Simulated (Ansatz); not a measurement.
Reference: RhZn (Pm-3m), PBEsol, DFPT electron-phonon coupling, linearised Boltzmann equation (plane waves, PAW, scalar-relativistic; Ansatz, a quantum-chemistry and plane-wave program); geometry: relaxed with this functional, without spin-orbit coupling.

```cif
data_RhZn
_chemical_formula_sum 'Zn1 Rh1'
_space_group_name_H-M_alt 'Pm-3m'
_space_group_IT_number 221
_space_group_name_Hall '-P 4 2 3'
_cell_length_a 2.97276
_cell_length_b 2.97276
_cell_length_c 2.97276
_cell_angle_alpha 90.000
_cell_angle_beta 90.000
_cell_angle_gamma 90.000
loop_
_atom_site_label
_atom_site_type_symbol
_atom_site_symmetry_multiplicity
_atom_site_Wyckoff_symbol
_atom_site_fract_x
_atom_site_fract_y
_atom_site_fract_z
_atom_site_occupancy
Zn1 Zn 1 b 0.50000 0.50000 0.50000 1
Rh1 Rh 1 a 0.00000 0.00000 0.00000 1
```

The resistivity at 300 K is 5.2 μΩ·cm. The mean free path at 300 K is 16.1 nm.

**Question.** Swap Rh for Sc, keeping the structure type. How do these values move?

**Answer.** ScZn (Pm-3m): volume per atom 13.1 to 18.0 Å³; resistivity at 300 K rises (5.2 μΩ·cm to 26 μΩ·cm); mean free path at 300 K falls (16.1 nm to 4.3 nm).

**Question.** Swap Rh for Lu, keeping the structure type. How do these values move?

**Answer.** LuZn (Pm-3m): volume per atom 13.1 to 20.2 Å³; resistivity at 300 K rises (5.2 μΩ·cm to 30 μΩ·cm); mean free path at 300 K falls (16.1 nm to 3.9 nm).

**Question.** Replace Rh by Ag on the same sites and relax. What happens?

**Answer.** AgZn (Pm-3m): volume per atom 13.1 to 15.1 Å³; resistivity at 300 K stays about the same (5.2 μΩ·cm to 5.4 μΩ·cm); mean free path at 300 K stays about the same (16.1 nm to 15.6 nm).

Moves up to 13 % count as about the same. Metals; harmonic phonons alone scatter; means over directions. The mean free path is weighted by the current that each state carries. Halving the electron mesh moves these values by up to 9 %; q meshes are mostly untested. Some of the runs warned that the eigensolver left states short of its tolerance. Spin-orbit coupling is left out.

Formula and space group known from diffraction (Crystallography Open Database), not checked to be the room-temperature form: AgZn (Pm-3m), LuZn (Pm-3m), ScZn (Pm-3m). Computed structure with no diffraction record at hand here (it may be known, metastable or hypothetical): RhZn (Pm-3m). The missing spin-orbit coupling matters most for LuZn (Pm-3m).
